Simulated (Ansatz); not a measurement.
β-phase Si3N4 (model structure), treated with LDA (Ansatz, a program for electronic structure, PAW).

Run with plane-wave cutoff 500 eV, 6×6×10 k mesh (along the axes of the cell as run), gaussian smearing 0.02 eV, scalar-relativistic PAW data made under PBE.

Cell (relaxed at this level):

```
N4Si3
1.0
    3.78700    -6.55928     0.00000
    3.78700     6.55928     0.00000
    0.00000     0.00000     2.89142
Si N
6 8
Direct
  0.17374   0.76736   0.25000
  0.23264   0.40639   0.25000
  0.59361   0.82626   0.25000
  0.82626   0.23264   0.75000
  0.76736   0.59361   0.75000
  0.40639   0.17374   0.75000
  0.33333   0.66667   0.25000
  0.66667   0.33333   0.75000
  0.33014   0.02942   0.25000
  0.97058   0.30072   0.25000
  0.69928   0.66986   0.25000
  0.66986   0.97058   0.75000
  0.02942   0.69928   0.75000
  0.30072   0.33014   0.75000
```

Problem. Predict the band gap.

Solution. 
* **band gap**: 4.24 eV (on the SCF k mesh)

Computed values are for the static lattice.

It cost very roughly 2.3 core-minutes of CPU time.

A model structure was made by putting elements into a prototype or built by hand; here it ended with the formula and space group of a phase in our tables.
